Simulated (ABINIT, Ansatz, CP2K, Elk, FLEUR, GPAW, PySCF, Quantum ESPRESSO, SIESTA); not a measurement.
**One structure in several programs: Si (Fd-3m, 2 atoms in the cell)**

Self-consistent single point, at a second geometry (lattice scaled by 0.98). First geometry:

```xyz
2
Lattice="0.0000 2.7218 2.7218 2.7218 0.0000 2.7218 2.7218 2.7218 0.0000" Properties=species:S:1:pos:R:3 pbc="T T T"
Si     1.3609     1.3609     1.3609
Si     0.0000     0.0000     0.0000
```

Shared settings, as Ansatz (a quantum-chemistry and plane-wave program) writes them: kpoints.mp_grid.grid = 8 8 8; scf.occupations.method = fermi_dirac; scf.occupations.width = 0.0037 Ry. Potentials and cutoffs stand in the table.

```json
[
 {"code": "GPAW", "model": "PBE, GPAW PAW datasets PBE (gpaw-data 1.0.1)", "ΔF from the first geometry (meV/atom)": "35.1", "pressure (GPa)": "8.19", "gap on the mesh (eV)": "0.520", "cutoff": "600 eV"},
 {"code": "Quantum ESPRESSO", "model": "PBE, PseudoDojo stringent norm-conserving (PBE) pseudopotentials", "ΔF from the first geometry (meV/atom)": "32.1", "pressure (GPa)": "7.72", "gap on the mesh (eV)": "0.521", "cutoff": "40 Ry"},
 {"code": "FLEUR", "model": "PBE, all-electron FLAPW (FLEUR), scalar-relativistic valence", "ΔF from the first geometry (meV/atom)": "32.8", "pressure (GPa)": "–", "gap on the mesh (eV)": "0.525", "cutoff": "Kmax 3.9 1/bohr"},
 {"code": "PySCF", "model": "PBE, Gaussian basis gth-dzvp-molopt-sr, GTH pseudopotentials gth-pbe, FFT density fitting with multigrid", "ΔF from the first geometry (meV/atom)": "30.1", "pressure (GPa)": "–", "gap on the mesh (eV)": "0.584", "cutoff": "grid 50 Ha"},
 {"code": "ABINIT", "model": "PBE, norm-conserving pseudopotentials (PseudoDojo nc-sr-05 PBE standard)", "ΔF from the first geometry (meV/atom)": "32.1", "pressure (GPa)": "7.70", "gap on the mesh (eV)": "0.521", "cutoff": "36 Ry"},
 {"code": "SIESTA", "model": "GGA PBE, numerical atomic orbitals TZP, PseudoDojo PBE standard norm-conserving potentials (rewritten from UPF to PSML)", "ΔF from the first geometry (meV/atom)": "38.3", "pressure (GPa)": "8.72", "gap on the mesh (eV)": "0.481", "cutoff": "grid 300 Ry"},
 {"code": "Elk", "model": "PBE, all-electron FP-LAPW, Elk's shipped species files, APW+lo basis with extra local orbitals", "ΔF from the first geometry (meV/atom)": "–", "pressure (GPa)": "–", "gap on the mesh (eV)": "0.518", "cutoff": "rgkmax 8"},
 {"code": "Ansatz", "model": "PBE, PAW files", "ΔF from the first geometry (meV/atom)": "32.7", "pressure (GPa)": "7.84", "gap on the mesh (eV)": "0.521", "cutoff": "default"},
 {"code": "CP2K", "model": "PBE, GPW, DZVP-MOLOPT-SR-GTH basis, GTH-PBE potentials (GTH_POTENTIALS)", "ΔF from the first geometry (meV/atom)": "30.1", "pressure (GPa)": "7.44", "gap on the mesh (eV)": "0.584", "cutoff": "grid 400 Ry"}
]
```

A dash marks a value that a program does not give, or that is left out as unsure.

Gaps are read on the mesh.

The spread over the programs that give each value: ΔF from the first geometry within 8.2 meV/atom; pressure within 1.28 GPa; gap on the mesh within 0.103 eV.

PySCF, SIESTA and CP2K use small atom-centred bases, whose incompleteness enters pressures, forces and empty levels differently from a plane-wave cutoff. FLEUR and Elk treat all electrons, but the usual bases taken here (sphere radii, linearisation, local orbitals, empty states) were not tested for convergence, so the values are no reference for the others. Ansatz's pressure is given at a fixed set of plane waves, as the other plane-wave codes print theirs.

The starting cell comes from a database of computed structures (which also holds hypothetical and non-ambient phases and stackings), without a prior relaxation at this level. For this run, on top of that: lattice scaled by 0.98.

Keys are those of Ansatz 0.2.
